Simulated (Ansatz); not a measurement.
System: cubic perovskite CsPbBr₃ (cubic high-temperature phase). Method: PBEsol-D3(BJ) in Ansatz (plane waves, PAW).

Numerical settings: plane-wave cutoff 520 eV, 6×6×6 k mesh, Fermi–Dirac smearing 0.01 eV, scalar-relativistic PAW data made under PBE.

Energies at three volumes about the minimum:

| V (Å³/atom) | E − E_lowest (meV/atom) |
|---|---|
| 38.179 | 1.20 |
| 38.958 | 0.00 |
| 39.737 | 1.12 |

Task: Fit a parabola by hand: where is the minimum, what lattice constant follows, and what is the bulk modulus?

Result: Slopes: (0.00 − 1.20)/(38.958 − 38.179) = -1.540 and (1.12 − 0.00)/(39.737 − 38.958) = 1.438 meV/Å³. Curvature E″ = 2 × (1.438 − (-1.540))/(39.737 − 38.179) = 3.823 meV/Å⁶. From the middle of the first interval, the slope vanishes at V0 = 38.5685 − (-1.540)/3.823 = 38.971 Å³/atom. B = V0 E″ = 38.971 × 3.823 meV/Å³ × 0.1602 GPa per meV/Å³ = 23.9 GPa. With 5 atoms in the cube, a = (5 × 38.971)^(1/3) = 5.797 Å. The full Birch–Murnaghan fit to all volumes gives V0 = 38.957 Å³/atom and B0 = 23.8 GPa.

Note: the relaxation could not lower the start's symmetry, so the cell can be a saddle point above a distorted one.

Ansatz is a quantum-chemistry and plane-wave program.
